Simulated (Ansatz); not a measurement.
C (P6_3/mmc), PBE, rigid bands (Ansatz, an electronic-structure program): band gap 3.29 eV, N_c = 1.18e19 cm⁻³ and N_v = 1.92e19 cm⁻³ at 300 K, conductivity masses along x (a = (2.50, 0.00, 0.00) Å; b = (-1.25, 2.16, 0.00) Å; c = (0.00, 0.00, 4.16) Å) of 0.475 mₑ (electrons) and 0.473 mₑ (holes). Take k_BT = 0.02585 eV.

**Question.** What built-in voltage has an abrupt junction with N_A = 1e16 and N_D = 1e17 cm⁻³, all dopants ionised?

**Answer.** V_bi = E_g/e − (k_BT/e) ln(N_c N_v/(N_A N_D)) = 3.29 − 0.02585 × 12.33 = 2.97 V. It follows the computed gap one for one.

**Question.** A film of it is 8 nm thick, with its normal along the direction named. Estimate the confinement energies in an infinite well.

**Answer.** ħ²π²/(2m t²) = 0.376 eV·nm²/(m/mₑ × t²) gives 12.4 meV for electrons and 12.4 meV for holes, so the gap would widen to about 3.31 eV. Finite barriers and nonparabolic bands lower this, and with several valleys or bands the heaviest mass along the normal sets the lowest level, not this average.

**Question.** What thermal injection velocity √(2k_BT/πm) limits a ballistic channel along the direction named?

**Answer.** 7.81e6 cm/s for electrons and 7.82e6 cm/s for holes, a ratio of √(m_h/m_e) = 0.998, for dilute carriers.

Rigid, parabolic bands with the computed gap; masses take one relaxation time for all states. Spin-orbit coupling is left out. Geometry: cell and atoms relaxed with PBEsol.
